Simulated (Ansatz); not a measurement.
CdS: band gap against strain

CdS (wurtzite, P6_3mc, 24.705 Å³/atom at rest, c along z) under an equal strain ε along all three axes. PBEsol in Ansatz, a plane-wave DFT program (PAW, default set), 420 eV, 9×9×5 Γ-centred mesh, Fermi-Dirac smearing 0.05 eV; ions are relaxed within the symmetry of each cell. Gaps are the smallest over the k-mesh and a band path, without spin-orbit coupling; in all rows the valence edge lies at Γ and the conduction edge at Γ.

Here s stands for strain and Eg for gap.

```
strain (%)  gap (eV)
----------  --------
0.00           1.093
0.60           1.054
1.20           1.015
1.80           0.975
3.00               ?
```

**Question.** Fit Eg against s with a straight line, and predict the withheld value at s = 3.00.

**Answer.** Means: s 0.90000, Eg 1.0342. About the means, the sum of products is -0.11790 and the sum of squares of s is 1.8000; the slope is their ratio. Least squares gives Eg = 1.0932 - 0.06550·s. Residuals (row less fit): -0.0002, 0.0001, 0.0004, -0.0003; standard error 0.0004 (degrees of freedom: 2). Over these rows the gap moves by -6.6 ± 0.03 eV per unit strain, or -2.2 eV per unit of ln V. At the withheld row, Eg = 1.0932 - 0.06550 × 3.0 = 0.8967 eV. The calculation gives 0.896 eV, 0.0007 eV below the prediction (0.4 % of the range of Eg in the table). The row lies outside the fitted rows, so this is an extrapolation. The fitted rows scatter only by rounding.

Rows are the converged runs of the series near zero and its far end; series whose fitted rows scatter by over a few per cent of the range, as at a crossing or softening among them, aren't shown in this form. Most that stay on the fit to the last digits aren't either.
